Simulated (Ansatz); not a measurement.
Cost and result by functional for the surface energy of the (10-13) surface of hcp Tl in its 1x1 cell, outermost plane spacing 0.27 Å in the ideal cut, in Ansatz (plane waves, PAW). Single points on the PBE structure, on one kind of machine; costs are rough ratios of the slab run's core time (references not counted) to the cheapest single point. r2SCAN's cost holds its higher cutoff (500 against 420 eV). Differences are taken against r2SCAN for comparison alone: no measured value is at hand, so the table doesn't rank accuracy.

Model: 14-atom slab, 9.9 Å thick at the start (thin: gaps and levels are the slab's own), 11x4x1 mesh, Fermi-Dirac 0.1 eV, dipole correction, all atoms relaxed; held to the part of the start's symmetry that mesh and held atoms allow; no spin, no spin-orbit, no U. These notes are the PBE run's.

```tsv
functional	relative cost	surface energy (J/m²)	less r2SCAN (J/m²)
PBEsol	1	0.39	0.02
LDA	1	0.44	0.08
RPBE	1	0.20	-0.16
r2SCAN	2	0.36	0.00
PBE (the relaxed run's value)	–	0.30	-0.07
```

The values span 0.24 J/m², while the single points' costs differ by a factor of roughly 2. Differences are of unrounded values.

Ansatz is an electronic-structure program.
